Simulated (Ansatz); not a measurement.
**Sensitivity of a calculation on BP (F-43m, 2 atoms in the cell) to its settings**

```xyz
2
Lattice="0.0000 2.2323 2.2323 2.2323 0.0000 2.2323 2.2323 2.2323 0.0000" Properties=species:S:1:pos:R:3 pbc="T T T"
B      0.0000     0.0000     0.0000
P      1.1162     1.1162     1.1162
```

Base run A: PBE, PAW files (Ansatz, a program for electronic structure), self-consistent single point.

Its settings: kpoints.mp_grid.grid = 13 13 13; hamiltonian.xc = pbe; hamiltonian.pseudopotentials = {kind: paw} (the program's default PAW files); scf.occupations.method = fixed.

The starting cell comes from a database of computed structures (which also holds hypothetical and non-ambient phases and stackings), without a prior relaxation at this level. Its lattice was rescaled by a random factor within 2.5 % of one. In the base run, with a pressure of about 10 GPa the cell is away from its equilibrium volume at this level. Ansatz's pressure includes its estimate of the finite-basis (Pulay) stress.

ΔF is the free energy per atom less that of run A. A dash stands where there is no value to compare (another energy zero or no entropy term, no result, no spin, no clean gap, or a mesh too coarse for one). Absolute energies have different zeros for different potentials, functionals, Hubbard and dispersion terms and are not compared across them.

Runs D sample the zone with one or two k-points, far too few for so small a cell.

Run A gave: pressure (GPa) 10.03; gap on the mesh (eV) 1.195; k-points 84; valence electrons 8.

Runs:
- B: 2 x 2 x 2 supercell, mesh divided and rounded up; kpoints.mp_grid.grid: 13 13 13 → 7 7 7
- C: hamiltonian.dispersion: default → d3bj [PBE-D3BJ]
- D: kpoints.mp_grid.grid: 13 13 13 → 1 1 1
- E: crystal.symmetry.detect: default → false
- F: scf.mixing.algorithm: default (the program chose MSR1) → anderson; scf.mixing.beta: default → 0.9
- G: scf.self_checks: default → high

### Question
What does run C change against A?

### Answer
The pressure goes from 10.03 to 5.14 GPa and the gap on the mesh stays at 1.195 eV.

### Question
What does run D change against A?

### Answer
The free energy goes up by 11.3 eV/atom, the pressure goes from 10.03 to 123.3 GPa and the gap on the mesh goes from 1.195 to 2.954 eV.

```csv
run,ΔF (meV/atom),pressure (GPa),gap on the mesh (eV),k-points,valence electrons
A,0.00,10.03,1.195,84,8
B,-0.01,10.03,1.168,20,64
C,–,5.14,1.195,84,8
D,11312.9,123.26,2.954,1,8
E,0.00,10.03,1.195,1099,8
F,0.00,10.03,1.195,84,8
G,0.00,10.03,1.195,84,8
```

Keys are those of Ansatz 0.2.
